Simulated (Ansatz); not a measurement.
# A computed series for Si: response to strain

The reference is Si in the diamond structure (space group Fd-3m, No. 227; a = 5.444 Å). Axes: x, y, z lie along the cube axes.

Strains are applied to the cell and any free atomic positions relax.

Calculations: r2SCAN in Ansatz (plane waves to 500 eV, PAW, spin-orbit coupling left out).

Notes on the quantities. energy relative to the base: free energy F.

| uniaxial strain ε_zz (%) | energy relative to the base (meV/atom) |
|---|---|
| 0 | 0.0 |
| 0.5 | 0.3 |
| 1 | ? |
| 1.5 | 2.4 |
| 2 | 4.2 |
| 2.5 | 6.5 |
| 3 | 9.3 |

Problem. Fit ΔE = Aε² + Bε³ (ε in %) to the rows shown and predict the withheld row.

Solution. Least squares on the printed values gives A = 1.09 and B = -0.019 meV/atom (largest residual 0.0 meV/atom); this predicts 1.1 meV/atom, and the run gives 1.1 meV/atom, in agreement.

No phonon test of stability was made.

Ansatz is a first-principles code.
